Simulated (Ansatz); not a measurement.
Start from MgS in the rock salt structure (space group Fm-3m, No. 225; a = 5.230 Å).

Method: PBE/PAW in Ansatz (an electronic-structure program), no spin-orbit coupling.

Strains are applied to the cell and any free atomic positions relax.

One change was made to it. Results:

```csv
quantity,base,after
band gap,2.76 eV,2.85 eV
energy relative to the base (free energy F),0 meV/atom,+8.8 meV/atom
width of the top valence band,2.31 eV,2.44 eV
```

Q: What was done to the base?
A. isotropic strain −1.50 %
B. isotropic strain +2.00 %
C. isotropic strain −1.00 %

A: A, isotropic strain −1.50 %. For comparison, the energy relative to the base in the other runs: isotropic strain +2.00 % gives +14 meV/atom; isotropic strain −1.00 % gives +3.8 meV/atom.

Stability against distortions was not tested.
